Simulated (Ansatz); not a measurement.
System: Ga2S3 (Imm2, No. 44, 5 atoms in the cell; start mp-1224796; a measured phase of this formula has another space group). Method: LDA in Ansatz (plane waves, PAW).

Numerical settings: plane-wave cutoff 520 eV, 12×12×12 k mesh, Fermi–Dirac smearing 0.01 eV, scalar-relativistic PAW data made under PBE.

Cell (relaxed at this level):

```cif
data_Ga2S3
_chemical_formula_sum 'Ga2 S3'
_space_group_name_H-M_alt 'P 1'
_space_group_IT_number 1
_cell_length_a 6.28862
_cell_length_b 6.28862
_cell_length_c 6.28862
_cell_angle_alpha 146.628
_cell_angle_beta 60.370
_cell_angle_gamma 131.245
loop_
_space_group_symop_operation_xyz
  'x, y, z'
loop_
_atom_site_label
_atom_site_type_symbol
_atom_site_fract_x
_atom_site_fract_y
_atom_site_fract_z
_atom_site_occupancy
Ga1 Ga 0.16731 0.00827 0.15904 1
Ga2 Ga 0.84923 0.00827 0.84096 1
S1 S 0.89233 0.23292 0.65942 1
S2 S 0.57350 0.23292 0.34058 1
S3 S 0.26763 0.26763 0.00000 1
```

Task: Estimate the band gap and smallest direct gap on the k points sampled that the calculation returns.

Result: 
* **band gap**: 1.37 eV (indirect)
* **smallest direct gap on the k points sampled**: 1.49 eV

Spin–orbit coupling is not included.

Computed values are for the static lattice.

Cost on a shared machine: very roughly 2.3 core-minutes.

A start named mp-… is a Materials Project structure, which need not be a measured phase.

Ansatz is a program for electronic structure.
